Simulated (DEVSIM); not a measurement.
Device: Schottky contact on p-type CdTe, at 300 K.

```csv
layer (left to right),material,thickness (μm),Na (cm⁻³),τn (s),τp (s)
1,CdTe,0.340,2.4e15,6.5e-8,6.5e-8
```

Left contact: Schottky, work function 4.74 eV, emission velocity 2.5e6 cm/s. Right contact: ohmic. Voltage is applied to the left contact. Recombination: SRH at mid-gap, radiative, Auger. Mobility is constant in doping. Where it depends on doping, it is μmin + (μ − μmin)/(1 + (N/Nref)^α).

Constants are typed, rounded textbook-type inputs, not results; the design itself was drawn at random and stands for no fabricated device. Values at 300 K; Nc and Nv go as T^1.5, mobilities as T to minus their exponent, the gap by Varshni's rule with the affinity fixed. The table also holds parameters that only a changed run uses.

| parameter | CdTe |
|---|---|
| gap (eV) | 1.5 |
| affinity (eV) | 4.28 |
| permittivity | 10.2 |
| Nc (cm⁻³) | 8e17 |
| Nv (cm⁻³) | 1.8e19 |
| μn (cm²/Vs) | 1000 |
| μp (cm²/Vs) | 80 |
| μn,min | 100 |
| μp,min | 10 |
| Nref,n | 1e17 |
| Nref,p | 1e17 |
| αn | 0.6 |
| αp | 0.6 |
| T exponent of μn | 1.7 |
| T exponent of μp | 1.5 |
| B (cm³/s) | 1e-10 |
| Cn (cm⁶/s) | 1e-30 |
| Cp (cm⁶/s) | 1e-30 |
| Varshni α (eV/K) | 0.00031 |
| Varshni β (K) | 108 |

DEVSIM, 1D drift-diffusion, Boltzmann statistics, complete ionisation; no tunnelling, impact ionisation, image-force lowering or self-heating. Metal contacts follow the ideal Schottky-Mott rule: no Fermi-level pinning, no interface dipoles.

Base results: dark forward voltage at 100 A/cm² (V) 0.909; dark forward voltage at 1 A/cm² (V) 0.673; largest field in the device at zero bias (V/cm) 31000; potential step across the device at zero bias (V) 0.809.

Question: What follows from this one change: doping Na of layer 1 2.4e+15 → 2.4e+14 cm^-3?

Answer: dark forward voltage at 100 A/cm² 0.909 → 1.855 V; dark forward voltage at 1 A/cm² 0.673 → 0.710 V; largest field in the device at zero bias 31000 → 23000 V/cm; potential step across the device at zero bias 0.809 → 0.750 V.

Question: What follows from this one change: temperature 300 → 450 K?

Answer: dark forward voltage at 100 A/cm² 0.909 → 0.815 V; dark forward voltage at 1 A/cm² 0.673 → 0.434 V; largest field in the device at zero bias 31000 → 26000 V/cm; potential step across the device at zero bias 0.809 → 0.626 V.

Question: What follows from this one change: thickness of layer 1 0.34 → 1.7 μm?

Answer: dark forward voltage at 100 A/cm² 0.909 → 1.350 V; dark forward voltage at 1 A/cm² 0.673 → 0.679 V; largest field in the device at zero bias 31000 → 26000 V/cm; potential step across the device at zero bias little changed (0.809 V).

Question: What follows from this one change: metal work function 4.74 → 4.79 eV?

Answer: dark forward voltage at 100 A/cm² 0.909 → 0.859 V; dark forward voltage at 1 A/cm² 0.673 → 0.623 V; largest field in the device at zero bias little changed (30000 V/cm); potential step across the device at zero bias 0.809 → 0.759 V.

Question: What follows from this one change: doping-dependent mobility in place of the constant one?

Answer: dark forward voltage at 100 A/cm² 0.909 → 0.921 V; dark forward voltage at 1 A/cm² little changed (0.675 V); largest field in the device at zero bias little changed (31000 V/cm); potential step across the device at zero bias little changed (0.809 V).
